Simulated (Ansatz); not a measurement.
Structures of equal composition on the (111) surface of fcc Pd: a layer of Mg in place of the second plane; a layer of Mg in place of the third plane. The slabs share one bottom face, and each structure is named by its start. These are constructed structures in small cells; real faces may alloy, dewet or reconstruct in larger ones, and not all known structures of the face are among them. Slabs of about 11 Å with all that they carry, Fermi-Dirac smearing of 0.1 eV. Bottom of the slabs: a bare face, its two planes held. Relaxed from the named starts with such symmetry as they have, on meshes of like density; energies extrapolated to zero smearing; no spin-orbit coupling, no U. Spin-polarised runs, if any, are marked in brackets, and their order is one that fits the cell; the others ran without spin.

The numbers are results of PBE (plane waves to 420 eV, PAW; Ansatz, a quantum-chemistry and plane-wave program), not measurements.

Problem. Order them by energy per 1x1 cell (lowest first) at the level PBE.

Solution. a layer of Mg in place of the second plane (0.000 eV), a layer of Mg in place of the third plane (0.220 eV)
